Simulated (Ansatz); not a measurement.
System: Ir-vacancy pair (Ir on one host W site, one W site vacant) in bcc W (neutral cell). These are PBE, PAW (plane waves to 420 eV; Ansatz, an electronic-structure program) values and carry that method's errors.

Cell of 36 host sites held at the relaxed PBE lattice; a 2×2×3 k-point mesh shifted by half a step; Fermi-Dirac width 0.10 eV, spin-restricted; finite-size errors left in. Static, classical nuclei. Spin-orbit coupling is left out. Forms of the defect that were not tried may lie lower.

Barriers: single points on a 3×3×5 k-point mesh shifted by half a step at the bands' geometries (they differ from the bands' own by up to 0.12 eV, and are uncertain by about as much).

Relaxed starting cell (atoms counted from 1):

```yaml
crystal:
  lattice:
    - [9.55287, 0.00000, 0.00000]
    - [0.00000, 9.55287, 0.00000]
    - [0.00000, 0.00000, 6.36858]
  atoms:
    - { symbol: Ir, position: [0.00059, 0.00115, 0.00653] }
    - { symbol: W, position: [0.00005, 0.00062, 0.49777] }
    - { symbol: W, position: [0.00126, 0.32830, 0.00678] }
    - { symbol: W, position: [0.00027, 0.33029, 0.49968] }
    - { symbol: W, position: [0.99892, 0.66762, 0.00099] }
    - { symbol: W, position: [0.99935, 0.66653, 0.50221] }
    - { symbol: W, position: [0.32773, 0.00183, 0.00678] }
    - { symbol: W, position: [0.32972, 0.00084, 0.49968] }
    - { symbol: W, position: [0.32991, 0.33048, 0.00404] }
    - { symbol: W, position: [0.32999, 0.33057, 0.49841] }
    - { symbol: W, position: [0.33140, 0.66666, 0.00186] }
    - { symbol: W, position: [0.33247, 0.66529, 0.50203] }
    - { symbol: W, position: [0.66704, 0.99949, 0.00098] }
    - { symbol: W, position: [0.66595, 0.99992, 0.50220] }
    - { symbol: W, position: [0.66609, 0.33197, 0.00185] }
    - { symbol: W, position: [0.66472, 0.33304, 0.50203] }
    - { symbol: W, position: [0.66559, 0.66616, 0.00272] }
    - { symbol: W, position: [0.66464, 0.66521, 0.50174] }
    - { symbol: W, position: [0.16677, 0.16735, 0.74975] }
    - { symbol: W, position: [0.16561, 0.49726, 0.25223] }
    - { symbol: W, position: [0.16561, 0.49782, 0.75288] }
    - { symbol: W, position: [0.16625, 0.83402, 0.25397] }
    - { symbol: W, position: [0.16707, 0.83441, 0.75042] }
    - { symbol: W, position: [0.49669, 0.16618, 0.25223] }
    - { symbol: W, position: [0.49725, 0.16618, 0.75289] }
    - { symbol: W, position: [0.49873, 0.49930, 0.25204] }
    - { symbol: W, position: [0.49783, 0.49841, 0.75318] }
    - { symbol: W, position: [0.49868, 0.83350, 0.25181] }
    - { symbol: W, position: [0.49780, 0.83485, 0.75327] }
    - { symbol: W, position: [0.83344, 0.16683, 0.25397] }
    - { symbol: W, position: [0.83383, 0.16764, 0.75041] }
    - { symbol: W, position: [0.83293, 0.49925, 0.25181] }
    - { symbol: W, position: [0.83428, 0.49837, 0.75327] }
    - { symbol: W, position: [0.83206, 0.83264, 0.25464] }
    - { symbol: W, position: [0.83446, 0.83504, 0.75136] }
```

End state 1 differs by these moves (Å; atoms that move under 0.08 Å are left out):

```tsv
atom	element	Δx	Δy	Δz
1	Ir	1.56	1.56	1.54
```

Problem. Estimate the forward and backward barriers to end state 1 that PBE, PAW returns for this input.

Solution. forward 1.20 eV, backward 1.20 eV; at the saddle point atom 1 has neighbours 4 W at 2.68, 2 W at 2.69, 2 W at 3.38, 4 W at 3.39 Å. The saddle point's order was not checked, and it lies on a symmetry element of the cell, where a band can be held.
